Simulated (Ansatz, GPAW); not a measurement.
## One structure in several programs: MnSi (P2_13, 8 atoms in the cell)

Self-consistent single point.

```
CELL_PARAMETERS angstrom
      4.48425     0.00000     0.00000
      0.00000     4.48425     0.00000
      0.00000     0.00000     4.48425
ATOMIC_POSITIONS crystal
  Mn 0.36354 0.13646 0.86354
  Mn 0.13646 0.86354 0.36354
  Mn 0.86354 0.36354 0.13646
  Mn 0.63646 0.63646 0.63646
  Si 0.65422 0.84578 0.15422
  Si 0.84578 0.15422 0.65422
  Si 0.15422 0.65422 0.84578
  Si 0.34578 0.34578 0.34578
```
Moments meant for the start (each program seeds them in its own way; μB, in the order of the atoms Mn Mn Mn Mn Si Si Si Si): 4.0 4.0 4.0 4.0 0.0 0.0 0.0 0.0.

Shared settings, as Ansatz (a first-principles code) writes them: kpoints.mp_grid.grid = 4 4 4; scf.occupations.method = fermi_dirac; scf.occupations.width = 0.05 eV. Potentials and cutoffs stand in the table.

```json
[
 {"code": "GPAW", "model": "PBE, GPAW PAW datasets PBE (gpaw-data 1.0.1)", "pressure (GPa)": "7.06", "largest force (eV/Å)": "0.155", "size of the net moment (μB/atom)": "0.49", "cutoff": "800 eV"},
 {"code": "Ansatz", "model": "PBE, PAW files", "pressure (GPa)": "4.94", "largest force (eV/Å)": "0.097", "size of the net moment (μB/atom)": "0.49", "cutoff": "420 eV"}
]
```

Size of the force on each atom (eV/Å): Sizes of forces hide their directions.

| code | Mn1 | Mn2 | Mn3 | Mn4 | Si5 | Si6 | Si7 | Si8 |
|---|---|---|---|---|---|---|---|---|
| GPAW | 0.155 | 0.155 | 0.155 | 0.155 | 0.065 | 0.065 | 0.065 | 0.065 |
| Ansatz | 0.097 | 0.097 | 0.097 | 0.097 | 0.045 | 0.045 | 0.045 | 0.045 |

On Ansatz's run: the moments shrank to a small part of their start, a low-spin state that need not be the lowest.

The spread over the programs that give each value: pressure within 2.12 GPa; largest force within 0.058 eV/Å; size of the net moment within 0.00 μB/atom.

Ansatz's pressure is given at a fixed set of plane waves, as the other plane-wave codes print theirs; with its correction for the finite basis it is 5.18 GPa (the shift of 0.24 GPa shows how far the cutoff is from converged).

On the base mesh (5 5 5) the same programs gave: Ansatz pressure 4.64 GPa; GPAW pressure 6.74 GPa.

The values differ from the base mesh's, so the mesh still matters here: the table compares the programs at equal settings.

The starting cell comes from a database of computed structures (which also holds hypothetical and non-ambient phases and stackings), without a prior relaxation at this level.

Keys are those of Ansatz 0.2.
